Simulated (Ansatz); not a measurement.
Li on the 1x1 (110) surface of bcc Ta, one in a 1x1 cell, energies for each (7.8 Å²). Energies are against an atom of bcc Li, without zero-point or thermal terms; each row is named by its start.

Calculation: PBE (plane waves to 420 eV, PAW; Ansatz, an electronic-structure program).

Model: 5-atom slab, 6.8 Å thick at the start under the adsorbate (thin: gaps and levels are the slab's own), 10x10x1 mesh, Fermi-Dirac 0.1 eV, dipole correction, 2 atoms held, the rest relaxed; each run with such symmetry as its start has; no spin, no spin-orbit, no U, no dispersion correction.

A negative adsorption energy means that the adsorbate is more stable on the surface than in its reference. Starts that drift may end in the same place. Heights count from the host atoms within 0.3 Å of the top one.

```json
[
 {"starting site": "top Ta", "E_ads (eV)": "-0.16", "height (Å)": "2.76", "nearest host atom (Å)": "Ta 2.76", "bonded to": "Ta", "Δ work function (eV)": "-1.09", "lateral drift (Å)": "0.0"},
 {"starting site": "hollow Ta-Ta-Ta", "E_ads (eV)": "-0.42", "height (Å)": "2.38", "nearest host atom (Å)": "Ta 2.90", "bonded to": "4 Ta", "Δ work function (eV)": "-1.52", "lateral drift (Å)": "0.6"},
 {"starting site": "bridge Ta-Ta (span 2.9 Å)", "E_ads (eV)": "-0.30", "height (Å)": "2.54", "nearest host atom (Å)": "Ta 2.92", "bonded to": "2 Ta", "Δ work function (eV)": "…", "lateral drift (Å)": "0.0"},
 {"starting site": "bridge Ta-Ta (span 3.3 Å)", "E_ads (eV)": "-0.42", "height (Å)": "2.39", "nearest host atom (Å)": "Ta 2.91", "bonded to": "4 Ta", "Δ work function (eV)": "-1.52", "lateral drift (Å)": "0.0"}
]
```

Q: Fill in the missing entries.

A: 
- bridge Ta-Ta (span 2.9 Å), Δ work function (eV): -1.26
